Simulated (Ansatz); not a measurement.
Hexagonal WC was calculated with PBEsol in Ansatz (PAW).

Run with plane-wave cutoff 520 eV, 24×24×20 k mesh (along the axes of the cell as run), Fermi–Dirac smearing 0.05 eV, no spin polarisation, scalar-relativistic PAW data made under PBE.

Cell (relaxed at this level):

Space group P-6m2 (No. 187); a = 2.899 Å, b = 2.899 Å, c = 2.827 Å, α = 90.00°, β = 90.00°, γ = 120.00°

```json
[
 {"atom": "W", "site": "1a", "symmetry": "-6m2", "x": "0.0000", "y": "0.0000", "z": "0.0000"},
 {"atom": "C", "site": "1d", "symmetry": "-6m2", "x": "0.3333", "y": "0.6667", "z": "0.5000"}
]
```

### Question
Predict the bulk modulus B0 and pressure derivative B′ of the bulk modulus.

### Answer

- bulk modulus B0: 406 GPa
- pressure derivative B′ of the bulk modulus: 4.2

The run finds no gap.

Measured, for comparison: bulk modulus 384 ± 0.8 GPa (room temperature, no zero-point or thermal correction, adiabatic, ultrasonic, our sources range from 377 to 412; as tabulated in Compression behavior of WC and WC-6%Co up to 50 GPa (OSTI 1006718)). Computed (rounded) less measured: bulk modulus +6 % (inside the range of the sources held).

Note: the bulk modulus comes from volumes at which shape and atoms were relaxed.

Spin–orbit coupling is not included.

The computed numbers hold no vibrational or temperature effects.

It cost very roughly 9 core-minutes of CPU time.

Ansatz is a program for electronic structure.
